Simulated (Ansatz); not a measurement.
The reference is WC (space group P-6m2, No. 187; a = 2.9122 Å, c = 2.8362 Å).

Method: r2SCAN in Ansatz (plane waves to 500 eV, PAW, scalar-relativistic without spin-orbit coupling).

Base values:

Density: 15.61 g/cm³
c/a ratio: 0.974
Band gap: zero

It is then changed as follows: a hydrostatic pressure of 0.3 GPa.

Question: What does the calculation give for the density after the change?

Answer: The density grows by 0.01 g/cm³ (15.61 g/cm³ → 15.62 g/cm³).

Question: Predict the new c/a ratio.

Answer: The c/a ratio remains 0.974.

Question: Predict the new band gap.

Answer: The band gap stays zero.

Load acts through the strain it causes; cell and atoms are relaxed under it. Whether these cells are dynamically stable was not tested. All final runs are without spin polarisation.

Ansatz is a program for electronic structure.
